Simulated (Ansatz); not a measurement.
Consider Cu-vacancy pair (Cu on one host Ti site, one Ti site vacant) in rock-salt TiC, neutral cell. Method: PBE, PAW (plane waves to 420 eV; Ansatz, a quantum-chemistry and plane-wave program).

64-site cell at the relaxed PBE lattice, a 3×3×3 k-point mesh shifted by half a step, smearing 0.10 eV, spin-restricted, no finite-size correction. Static, classical nuclei. Forms of the defect that were not tried may lie lower. The start lies 0.41 eV above the lowest site run (PBE).

Barriers: single points on a 4×4×4 k-point mesh shifted by half a step at the bands' geometries.

The step: a nearby Ti atom hops onto the vacant site (Cu-vacancy distance between ideal sites 3.06 → 4.33 Å). Atoms about the jump, Cartesian Å from the middle of the jump, before and after:

```json
[
 {"atom": "Ti1", "x0": "0.00", "y0": "1.06", "z0": "-1.06", "x1": "0.00", "y1": "-1.06", "z1": "1.06"},
 {"atom": "C2", "x0": "0.00", "y0": "1.15", "z0": "1.10", "x1": "0.00", "y1": "1.09", "z1": "1.14"},
 {"atom": "C3", "x0": "0.00", "y0": "-1.05", "z0": "-1.13", "x1": "0.00", "y1": "-1.11", "z1": "-1.08"},
 {"atom": "C4", "x0": "-2.21", "y0": "-1.08", "z0": "1.08", "x1": "-2.15", "y1": "-1.07", "z1": "1.07"},
 {"atom": "C5", "x0": "2.21", "y0": "-1.08", "z0": "1.08", "x1": "2.15", "y1": "-1.07", "z1": "1.07"},
 {"atom": "C6", "x0": "-2.16", "y0": "1.08", "z0": "-1.07", "x1": "-2.22", "y1": "1.09", "z1": "-1.08"},
 {"atom": "C7", "x0": "2.16", "y0": "1.08", "z0": "-1.07", "x1": "2.22", "y1": "1.09", "z1": "-1.08"},
 {"atom": "Ti8", "x0": "-2.14", "y0": "-1.09", "z0": "-1.06", "x1": "-2.14", "y1": "-1.06", "z1": "-1.08"},
 {"atom": "Ti9", "x0": "2.14", "y0": "-1.09", "z0": "-1.06", "x1": "2.14", "y1": "-1.06", "z1": "-1.08"},
 {"atom": "Ti10", "x0": "-2.15", "y0": "1.08", "z0": "1.09", "x1": "-2.15", "y1": "1.09", "z1": "1.07"},
 {"atom": "Ti11", "x0": "2.15", "y0": "1.08", "z0": "1.09", "x1": "2.15", "y1": "1.09", "z1": "1.07"},
 {"atom": "C12", "x0": "0.00", "y0": "-3.29", "z0": "1.12", "x1": "0.00", "y1": "-3.24", "z1": "1.10"},
 {"atom": "C13", "x0": "0.00", "y0": "-1.07", "z0": "3.31", "x1": "0.00", "y1": "-1.08", "z1": "3.25"},
 {"atom": "Ti14", "x0": "0.00", "y0": "-1.09", "z0": "-3.25", "x1": "0.00", "y1": "-1.06", "z1": "-3.22"},
 {"atom": "C15", "x0": "0.00", "y0": "1.09", "z0": "-3.24", "x1": "0.00", "y1": "1.09", "z1": "-3.30"},
 {"atom": "C16", "x0": "0.00", "y0": "3.23", "z0": "-1.08", "x1": "0.00", "y1": "3.29", "z1": "-1.08"},
 {"atom": "Cu17", "x0": "0.00", "y0": "-3.17", "z0": "-1.01", "x1": "0.00", "y1": "-3.24", "z1": "-1.08"},
 {"atom": "Ti18", "x0": "0.00", "y0": "1.07", "z0": "3.23", "x1": "0.00", "y1": "1.09", "z1": "3.25"},
 {"atom": "Ti19", "x0": "0.00", "y0": "3.25", "z0": "1.07", "x1": "0.00", "y1": "3.24", "z1": "1.06"},
 {"atom": "Ti20", "x0": "-2.14", "y0": "-3.22", "z0": "1.08", "x1": "-2.15", "y1": "-3.24", "z1": "1.07"},
 {"atom": "Ti21", "x0": "2.14", "y0": "-3.22", "z0": "1.08", "x1": "2.15", "y1": "-3.24", "z1": "1.07"},
 {"atom": "Ti22", "x0": "-2.15", "y0": "-1.07", "z0": "3.24", "x1": "-2.16", "y1": "-1.07", "z1": "3.25"}
]
```

Predict the transition state.


```tsv
atom	x	y	z
Ti1	-0.02	-0.06	0.00
C2	0.01	1.32	1.30
C3	0.01	-1.45	-1.29
C4	-2.11	-1.00	1.00
C5	2.13	-1.01	1.00
C6	-2.11	1.03	-1.02
C7	2.13	1.03	-1.03
Ti8	-2.23	-1.11	-1.13
Ti9	2.23	-1.11	-1.12
Ti10	-2.21	1.15	1.12
Ti11	2.21	1.14	1.12
C12	0.01	-3.25	1.11
C13	0.01	-1.05	3.29
Ti14	0.01	-1.06	-3.30
C15	0.01	1.09	-3.27
C16	0.01	3.24	-1.07
Cu17	0.01	-3.37	-1.07
Ti18	0.01	1.13	3.30
Ti19	0.01	3.32	1.08
Ti20	-2.12	-3.19	1.06
Ti21	2.14	-3.20	1.06
Ti22	-2.13	-1.04	3.22
```
It lies 4.61 eV above the start and 5.01 eV above the end. The saddle point's order was not checked, and it lies on a symmetry element of the cell, where a band can be held.
